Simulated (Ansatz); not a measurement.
System: BeCl2 (Ibam, No. 72). Method: HSE06 in Ansatz (PAW).

Numerical settings: plane-wave cutoff 460 eV, 6×6×6 k mesh, Fermi–Dirac smearing 0.01 eV, scalar-relativistic PAW data made under PBE.

Cell (relaxed with PBEsol):

```xyz
6
Lattice="-2.8343 5.2688 2.5985 2.8343 -5.2688 2.5985 2.8343 5.2688 -2.5985" Properties=species:S:1:pos:R:3 pbc="T T T"
Be     0.0000     0.0000     1.2993
Be     0.0000     0.0000     3.8978
Cl     1.7395     6.3654     0.0000
Cl     1.0948    -1.0966     2.5985
Cl     1.7395     4.1722     2.5985
Cl     1.0948     1.0966     0.0000
```

**Question.** What does this level give for the band gap and smallest direct gap on the k points sampled?

**Answer.** 
* **band gap**: 7.77 eV (indirect)
* **smallest direct gap on the k points sampled**: 7.95 eV

Note: the cell is over a tenth larger than the published one: the level's own overestimate first of all, though another phase or state, or a fault of the published cell, is possible; cell and atoms aren't relaxed at this level; the cell has widely spaced layers and the level no dispersion term, so their spacing and the moduli can rest on weak binding.

The computed numbers hold no vibrational or temperature effects.

It cost about 10 core-minutes (a rough figure) of CPU time.

Ansatz is a program for electronic structure.
